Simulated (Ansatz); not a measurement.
A calculation on NbP (I4₁md, No. 109; start mp-9339) returned lattice constant a 3.347 Å, lattice parameter c 11.428 Å, equilibrium volume per atom 16.00 Å³/atom.

Q: Which level of theory produced these numbers?
(A) PBE (Ansatz, a program for electronic structure)
(B) PBE-D4 (Ansatz)
(C) LDA (Ansatz)
(D) PBEsol (Ansatz)

A: A, PBE (Ansatz)

The others give: PBE-D4 3.327 Å, 11.322 Å, 15.67 Å³/atom; PBEsol 3.320 Å, 11.289 Å, 15.56 Å³/atom; LDA 3.304 Å, 11.230 Å, 15.32 Å³/atom.

Unless a cell is named, each level is at its own relaxed cell (LDA 15.32, PBE 16.00, PBE-D4 15.67, PBEsol 15.56 Å³/atom).

Caveats: the relaxation could not lower the start's symmetry, so the cell can be a saddle point above a distorted one (PBE-D4, PBEsol, LDA, PBE). Ansatz's density-functional and Hartree–Fock values are scalar-relativistic unless marked +SOC, with PAW data made under PBE.

A start named mp-… is a Materials Project structure, which can be a computed phase never made.
